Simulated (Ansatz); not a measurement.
We consider cubic perovskite BaZrO3, described by PBE in Ansatz (PAW).

Run with plane-wave cutoff 520 eV, 6×6×6 k mesh, perturbation theory, scalar-relativistic PAW data made under PBE.

The cell has the measured lattice parameters. Conventional cell: a = 4.1910 Å, b = 4.1910 Å, c = 4.1910 Å, α = 90.00°, β = 90.00°, γ = 90.00°.

```cif
data_BaO3Zr
_chemical_formula_sum 'Ba1 Zr1 O3'
_space_group_name_H-M_alt 'P 1'
_space_group_IT_number 1
_cell_length_a 4.19100
_cell_length_b 4.19100
_cell_length_c 4.19100
_cell_angle_alpha 90.000
_cell_angle_beta 90.000
_cell_angle_gamma 90.000
loop_
_space_group_symop_operation_xyz
  'x, y, z'
loop_
_atom_site_label
_atom_site_type_symbol
_atom_site_fract_x
_atom_site_fract_y
_atom_site_fract_z
_atom_site_occupancy
Ba1 Ba 0.00000 0.00000 0.00000 1
Zr1 Zr 0.50000 0.50000 0.50000 1
O1 O 0.50000 0.00000 0.50000 1
O2 O 0.00000 0.50000 0.50000 1
O3 O 0.50000 0.50000 0.00000 1
```

Harmonic phonon frequencies (cm⁻¹; i marks an imaginary mode; at Γ without the LO shift):

| q point | frequencies |
|---|---|
| Γ | 0 0 0 98 98 98 182 182 182 189 189 189 503 503 503 |
| X | 80 80 116 116 132 194 194 220 222 255 255 420 490 490 720 |
| M | 39 80 81 81 138 202 202 266 266 339 339 397 475 551 770 |
| R | 69i 69i 69i 99 99 99 302 302 302 356 356 356 539 539 800 |

Imaginary modes appear, so the structure is dynamically unstable at this level.

Note: the run finds an imaginary mode (69i cm⁻¹), so the cell is a saddle point at this level; the cell isn't this level's own, so it is under some stress, which shifts stiffness and frequencies.

Ansatz is an electronic-structure program.
